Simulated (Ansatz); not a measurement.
Base system: NbP in the CsCl type structure (space group Pm-3m, No. 221; a = 3.079 Å; a hypothetical phase, not in the database extracts checked). Axes: x, y, z lie along the cube axes.

Computed with PBEsol (Ansatz, a first-principles code, PAW, no SOC).

It is then changed as follows: a free-standing slab of 5 layers (10 atoms, 2 a layer) is cut normal to [110], with 15 Å of vacuum and the in-plane cell held at bulk.

Problem. Estimate the effect on the excess energy per area of both faces.

Solution. The excess energy per area of both faces (slab less bulk energy over the cell's area: twice a surface energy) comes out as 2.9 J/m² (uncertain by up to 0.1 J/m²).

Problem. What does the calculation give for the change of the spacing d12 from its bulk value of 2.177 Å after the change?

Solution. The change of the spacing d12 from its bulk value of 2.177 Å comes out as -5.4 %.

The excess energy carries the mismatch between the slab's and the bulk's meshes. Whether these cells are dynamically stable was not tested. The final runs are not spin-polarised.
